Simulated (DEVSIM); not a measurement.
Structure: Al/SiO2/n-Si capacitor, at 250 K.

```
layer (left to right)  material  thickness (nm)  Nd (cm⁻³)
---------------------  --------  --------------  ---------
1                          SiO2            3.20          -
2                            Si            3600     2.5e16
```

Metal gate on the left, work function 4.1 eV. Fixed charge at the semiconductor interface 0 cm⁻² (in units of +e); no interface traps.

Constants are typed, rounded textbook-type inputs, not results; the design itself was drawn at random and stands for no fabricated device. Values at 300 K; Nc and Nv go as T^1.5, mobilities as T to minus their exponent, the gap by Varshni's rule with the affinity fixed.

```
parameter         SiO2        Si
----------------  ----  --------
gap (eV)             9     1.124
affinity (eV)      0.9      4.05
permittivity       3.9      11.7
Nc (cm⁻³)            -   2.86e19
Nv (cm⁻³)            -    3.1e19
Varshni α (eV/K)     -  0.000473
Varshni β (K)        -       636
```

Simulated with DEVSIM: 1D Poisson equation in equilibrium, Boltzmann statistics, complete ionisation; no quantum confinement or tunnelling. Metal contacts follow the ideal Schottky-Mott rule: no Fermi-level pinning, no interface dipoles.

Tabulate band edges, carrier densities and field at -0.7 V on the gate.

Energies count from the Fermi level of the right contact; mesh points crowd at the junctions.

```json
[
 {"x (μm)": "0.000", "Ec (eV)": "3.900", "Ev (eV)": "-5.100", "n (cm⁻³)": "< 1e2", "p (cm⁻³)": "< 1e2", "field (V/cm)": "-190000"},
 {"x (μm)": "0.0009644", "Ec (eV)": "3.882", "Ev (eV)": "-5.118", "n (cm⁻³)": "< 1e2", "p (cm⁻³)": "< 1e2", "field (V/cm)": "-190000"},
 {"x (μm)": "0.002064", "Ec (eV)": "3.861", "Ev (eV)": "-5.139", "n (cm⁻³)": "< 1e2", "p (cm⁻³)": "< 1e2", "field (V/cm)": "-190000"},
 {"x (μm)": "0.003058", "Ec (eV)": "3.842", "Ev (eV)": "-5.158", "n (cm⁻³)": "< 1e2", "p (cm⁻³)": "< 1e2", "field (V/cm)": "-190000"},
 {"x (μm)": "0.004747", "Ec (eV)": "0.679", "Ev (eV)": "-0.457", "n (cm⁻³)": "440000", "p (cm⁻³)": "1.5e10", "field (V/cm)": "-63000"},
 {"x (μm)": "0.007745", "Ec (eV)": "0.661", "Ev (eV)": "-0.475", "n (cm⁻³)": "1000000", "p (cm⁻³)": "6.1e9", "field (V/cm)": "-62000"},
 {"x (μm)": "0.01406", "Ec (eV)": "0.622", "Ev (eV)": "-0.514", "n (cm⁻³)": "6200000", "p (cm⁻³)": "1.0e9", "field (V/cm)": "-59000"},
 {"x (μm)": "0.03415", "Ec (eV)": "0.511", "Ev (eV)": "-0.625", "n (cm⁻³)": "1.1e9", "p (cm⁻³)": "5900000", "field (V/cm)": "-52000"},
 {"x (μm)": "0.06971", "Ec (eV)": "0.352", "Ev (eV)": "-0.784", "n (cm⁻³)": "1.7e12", "p (cm⁻³)": "3700", "field (V/cm)": "-38000"},
 {"x (μm)": "0.1446", "Ec (eV)": "0.176", "Ev (eV)": "-0.960", "n (cm⁻³)": "6.3e15", "p (cm⁻³)": "< 1e2", "field (V/cm)": "-10000"},
 {"x (μm)": "0.3025", "Ec (eV)": "0.146", "Ev (eV)": "-0.990", "n (cm⁻³)": "2.5e16", "p (cm⁻³)": "< 1e2", "field (V/cm)": "-21"},
 {"x (μm)": "0.8046", "Ec (eV)": "0.146", "Ev (eV)": "-0.990", "n (cm⁻³)": "2.5e16", "p (cm⁻³)": "< 1e2", "field (V/cm)": "≈ 0"},
 {"x (μm)": "1.693", "Ec (eV)": "0.146", "Ev (eV)": "-0.990", "n (cm⁻³)": "2.5e16", "p (cm⁻³)": "< 1e2", "field (V/cm)": "≈ 0"},
 {"x (μm)": "2.690", "Ec (eV)": "0.146", "Ev (eV)": "-0.990", "n (cm⁻³)": "2.5e16", "p (cm⁻³)": "< 1e2", "field (V/cm)": "≈ 0"},
 {"x (μm)": "3.262", "Ec (eV)": "0.146", "Ev (eV)": "-0.990", "n (cm⁻³)": "2.5e16", "p (cm⁻³)": "< 1e2", "field (V/cm)": "≈ 0"},
 {"x (μm)": "3.442", "Ec (eV)": "0.146", "Ev (eV)": "-0.990", "n (cm⁻³)": "2.5e16", "p (cm⁻³)": "< 1e2", "field (V/cm)": "≈ 0"},
 {"x (μm)": "3.527", "Ec (eV)": "0.146", "Ev (eV)": "-0.990", "n (cm⁻³)": "2.5e16", "p (cm⁻³)": "< 1e2", "field (V/cm)": "≈ 0"},
 {"x (μm)": "3.568", "Ec (eV)": "0.146", "Ev (eV)": "-0.990", "n (cm⁻³)": "2.5e16", "p (cm⁻³)": "< 1e2", "field (V/cm)": "≈ 0"},
 {"x (μm)": "3.591", "Ec (eV)": "0.146", "Ev (eV)": "-0.990", "n (cm⁻³)": "2.5e16", "p (cm⁻³)": "< 1e2", "field (V/cm)": "≈ 0"},
 {"x (μm)": "3.598", "Ec (eV)": "0.146", "Ev (eV)": "-0.990", "n (cm⁻³)": "2.5e16", "p (cm⁻³)": "< 1e2", "field (V/cm)": "≈ 0"},
 {"x (μm)": "3.601", "Ec (eV)": "0.146", "Ev (eV)": "-0.990", "n (cm⁻³)": "2.5e16", "p (cm⁻³)": "< 1e2", "field (V/cm)": "≈ 0"},
 {"x (μm)": "3.603", "Ec (eV)": "0.146", "Ev (eV)": "-0.990", "n (cm⁻³)": "2.5e16", "p (cm⁻³)": "< 1e2", "field (V/cm)": "≈ 0"}
]
```
